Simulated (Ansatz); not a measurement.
Take BN (space group R3m, No. 160; a = 2.500 Å, c = 9.757 Å (hexagonal axes); a cell from a computed database, its experimental status unchecked; layered, stacked along the Cartesian z axis) as the base.

Computed with r2SCAN+rVV10 (Ansatz, an electronic-structure program, PAW, no SOC).

Before the change:

The c/a ratio is 3.902 and the lattice parameter a is 250.0 pm.

Perturbation: As takes the place of B on all its sites; the structure is relaxed again.

Q: What does the calculation give for the c/a ratio after the change?

A: The c/a ratio goes up by 0.3023, from 3.902 to 4.205.

Q: Estimate the effect on the lattice parameter a.

A: The lattice parameter a increases by 44.2 pm to 294.2 pm.

Stability against distortions was not tested. As relaxed here, AsN is a hypothetical phase, not in the database extracts checked.
